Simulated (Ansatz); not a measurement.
**Hypothetical P6_422 GaN, response to strain**

The reference is GaN (space group P6_422, No. 181; a = 3.1637 Å, c = 7.4394 Å; a hypothetical phase, not in the database extracts checked). Axes: x lies along a and z along c of the hexagonal cell.

Strains are applied to the cell and any free atomic positions relax.

The values are results of PBE (Ansatz, a first-principles code; PAW; 420 eV plane waves; spin-orbit coupling left out), not measurements.

Notes on the quantities. pressure: mean of the normal stresses, compression positive.

```json
[
 {"variant": "base", "pressure": "0.00 GPa", "band gap": "1.20 eV", "shortest interatomic distance": "2.010 Å", "electron mass": "0.12 mₑ (at Γ)"},
 {"variant": "uniaxial strain ε_xx = +5.06 %", "pressure": "-7.44 GPa", "band gap": "0.65 eV", "shortest interatomic distance": "2.028 Å", "electron mass": "0.093 mₑ along x, 0.086 mₑ along y, 0.068 mₑ along z (at Γ)"},
 {"variant": "uniaxial strain ε_zz = −2.09 %", "pressure": "4.55 GPa", "band gap": "1.28 eV", "shortest interatomic distance": "1.994 Å", "electron mass": "0.12 mₑ along z, 0.13 mₑ across (at Γ)"},
 {"variant": "tensor shear ε_yz = +0.85 %", "pressure": "0.04 GPa", "band gap": "1.19 eV", "shortest interatomic distance": "2.000 Å", "electron mass": "0.12 mₑ (at Γ)"}
]
```

Masses are band curvatures over ±0.01 Å⁻¹ around the edge. Whether these cells are dynamically stable was not tested. The base started in P3_121 and relaxed to P6_422 at this level.
